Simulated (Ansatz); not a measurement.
Seebeck coefficient (μV/K, mean over directions) of n-type ZnSe (F-43m) against carrier density, HSE06 with spin-orbit coupling, rigid bands (Ansatz, a program for electronic structure). Computed gap 2.35 eV; densities at which minority carriers matter at this gap, or further valleys turn the trend, are left out. Conductivity mass 0.142 mₑ (harmonic mean over directions), N_c = 1.3e18 cm⁻³ at 300 K.

```csv
electron density,300 K,500 K
1e16 cm⁻³,(withheld),-701
1e17 cm⁻³,-435,-502
1e18 cm⁻³,-242,(withheld)
3e18 cm⁻³,-158,-218
1e19 cm⁻³,-86,(withheld)
3e19 cm⁻³,-45,-74
1e20 cm⁻³,-22,-37
3e20 cm⁻³,-13,-21
```

Q: Fill in the missing entries.

A: 
- 1e16 cm⁻³, 300 K: -632
- 1e18 cm⁻³, 500 K: -307
- 1e19 cm⁻³, 500 K: -132

Rigid bands with a gap fixed in temperature, one relaxation time for all states, no polarons or phonon drag, and whether or not such doping can be reached. Geometry: cell and atoms relaxed with PBEsol.
